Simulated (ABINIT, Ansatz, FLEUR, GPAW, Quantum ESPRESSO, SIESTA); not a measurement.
**Code comparison for Nb2AsC (P6_3/mmc, 8 atoms in the cell)**

Self-consistent single point.

```xyz
8
Lattice="3.3253 0.0000 0.0000 -1.6627 2.8798 0.0000 0.0000 0.0000 11.8186" Properties=species:S:1:pos:R:3 pbc="T T T"
Nb     0.0000     1.9199     4.7904
Nb     1.6627     0.9599     7.0282
Nb     1.6627     0.9599    10.6997
Nb     0.0000     1.9199     1.1189
As     1.6627     0.9599     2.9547
As     0.0000     1.9199     8.8640
C      0.0000     0.0000     5.9093
C      0.0000     0.0000     0.0000
```

All programs got the same cell, k-point mesh and kind of occupations (in Ansatz's words: kpoints.mp_grid.grid = 8 8 2; scf.occupations.method = fermi_dirac; scf.occupations.width = 0.1 eV); potentials, basis and cutoffs are each program's usual ones.

```csv
code,model,pressure (GPa),largest force (eV/Å),k-points,cutoff
Ansatz,"LDA (PW92), PAW files made with PBE",-5.66,0.165,20,default
SIESTA,"LDA PW92, numerical atomic orbitals DZP, PseudoDojo LDA standard norm-conserving potentials (rewritten from UPF to PSML)",-3.47,0.387,77,grid 400 Ry
GPAW,"LDA (Perdew-Wang 92), GPAW PAW datasets LDA (gpaw-data 1.0.1)",–,0.280,20,950 eV
ABINIT,"LDA (PW92), PAW (JTH v2.0 LDA PAW)",-6.07,0.185,20,571 eV
FLEUR,"LDA (Vosko-Wilk-Nusair), all-electron FLAPW (FLEUR), scalar-relativistic valence",–,0.225,20,Kmax 4.3 1/bohr
Quantum ESPRESSO,"LDA (PZ), GBRV 1.5 ultrasoft (LDA) pseudopotentials",-5.35,0.214,20,40 Ry
```

A dash marks a value that a program does not give, or that is left out as unsure.

The spread over the programs that give each value: pressure within 2.60 GPa; largest force within 0.222 eV/Å.

The starting cell comes from a database of computed structures (which also holds hypothetical and non-ambient phases and stackings), without a prior relaxation at this level. Its lattice was rescaled by a random factor within 2.5 % of one. On Ansatz's run: Spin polarisation is off. In the base run, with a pressure of about -6 GPa the cell is away from its equilibrium volume at this level.

Question: Why do the programs differ, and what cannot be compared?

Answer: Differences of this kind can come from the potentials, where these differ, and from what each basis and cutoff leave unconverged. The valence holds different numbers of electrons (Ansatz (a program for electronic structure) 90, SIESTA 90, GPAW 70, ABINIT 90, FLEUR 90, Quantum ESPRESSO 70). The zero of total energies and Fermi levels follows the potentials and each program's conventions, so they are not compared here. SIESTA uses small atom-centred bases, whose incompleteness enters pressures, forces and empty levels differently from a plane-wave cutoff. FLEUR treats all electrons, but the usual bases taken here (sphere radii, linearisation, local orbitals, empty states) were not tested for convergence, so the values are no reference for the others. Ansatz's pressure is given at a fixed set of plane waves, as the other plane-wave codes print theirs; with its correction for the finite basis it is -5.59 GPa. The pressure of GPAW is left out: its cutoff lies under the one at which its stress was checked. The same LDA comes in different parametrisations, which differ slightly. The programs reduce the same mesh by symmetry to different extents, which changes the work and not the result. In the pressure, SIESTA (by 2.20) lies more than 1 GPa from the median of the plane-wave programs. In the force vectors, SIESTA (by 0.188) and GPAW (by 0.081) lie more than 0.08 eV/Å from the median of the plane-wave programs.

Keys are those of Ansatz 0.2.
